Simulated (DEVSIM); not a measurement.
Structure: Au/SiON/p-GaAs capacitor, at 300 K.

Layer 1 from the left is SiON, thickness (nm) 7.20. Layer 2 from the left is GaAs, thickness (nm) 2300, Na (cm⁻³) 7.9e16.

Metal gate on the left, work function 5.1 eV. Fixed charge at the semiconductor interface 0 cm⁻² (in units of +e); no interface traps.

Constants are typed, rounded textbook-type inputs, not results; the design itself was drawn at random and stands for no fabricated device. Values at 300 K.

SiON: gap (eV) 7, affinity (eV) 1.4, permittivity 5.5. GaAs: gap (eV) 1.424, affinity (eV) 4.07, permittivity 12.9, Nc (cm⁻³) 4.7e17, Nv (cm⁻³) 9e18.

Simulated with DEVSIM: 1D Poisson equation in equilibrium, Boltzmann statistics, complete ionisation; no quantum confinement or tunnelling. Metal contacts follow the ideal Schottky-Mott rule: no Fermi-level pinning, no interface dipoles.

Problem. What does the simulation give for the minimum of the low-frequency capacitance, the flat-band voltage?

Solution. minimum of the low-frequency capacitance 0.0757 μF/cm²; flat-band voltage -0.27 V.
